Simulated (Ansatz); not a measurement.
The starting structures come from a database of crystals and need not be the phases stable at ambient conditions.

## Evanescent states of CsLaS$_{2}$ (R-3m, not sure to be the ambient phase, 4 atoms a cell, 32.9 Å³ an atom) along the normal of (110)

Level of theory: r2SCAN (plane waves, PAW; Ansatz, a quantum-chemistry and plane-wave program).

The gap is the functional's own. No spin-orbit coupling. Mid-gap values are interpolated on the energy grid.

Energies count from the valence-band top; κ is the least over a 4×4 mesh across the current.

```tsv
E (eV)	κ (1/Å)	where
0.07	0.083	Γ
0.21	0.139	Γ
0.35	0.174	Γ
0.49	0.200	Γ
0.63	0.220	Γ
0.77	(withheld)	Γ
0.91	(withheld)	Γ
1.05	(withheld)	Γ
1.19	(withheld)	Γ
1.33	(withheld)	Γ
1.47	(withheld)	Γ
1.61	(withheld)	Γ
1.75	(withheld)	Γ
1.89	(withheld)	Γ
2.03	(withheld)	Γ
2.17	0.240	Γ
2.31	0.220	Γ
2.45	0.193	Γ
2.59	0.159	Γ
2.73	0.108	Γ
```

**Question.** Fill in the missing entries.

**Answer.** 
- 0.77, κ (1/Å): 0.237
- 0.91, κ (1/Å): 0.250
- 1.05, κ (1/Å): 0.262
- 1.19, κ (1/Å): 0.271
- 1.33, κ (1/Å): 0.278
- 1.47, κ (1/Å): 0.284
- 1.61, κ (1/Å): 0.284
- 1.75, κ (1/Å): 0.278
- 1.89, κ (1/Å): 0.269
- 2.03, κ (1/Å): 0.256
